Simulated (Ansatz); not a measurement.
Base system: CdSe in the zinc blende structure (space group F-43m, No. 216; a = 6.1333 Å).

All numbers come from DFT with r2SCAN, PAW potentials and a 500 eV plane-wave cutoff in Ansatz (an electronic-structure program), no spin-orbit coupling.

Base values:

The volume per atom is 28.84 Å³ and the electron mass comes out as 0.093 mₑ (at Γ).

Modification: a hydrostatic pressure of 10 GPa.

What does the calculation give for the volume per atom and electron mass after the change?

The volume per atom falls by 3.78 Å³ to 25.06 Å³; the electron mass goes from 0.093 mₑ (at Γ) to 0.11 mₑ (at Γ).

The levels and masses belong to the bands next to the band gap. Load acts through the strain it causes; cell and atoms are relaxed under it. Masses are band curvatures over ±0.01 Å⁻¹ around the edge. Stability against distortions was not tested. Tetrahedral semiconductors of this kind turn to denser phases somewhere between about 1 and 50 GPa; those were not computed, so compressed cells here can lie past the real transition.
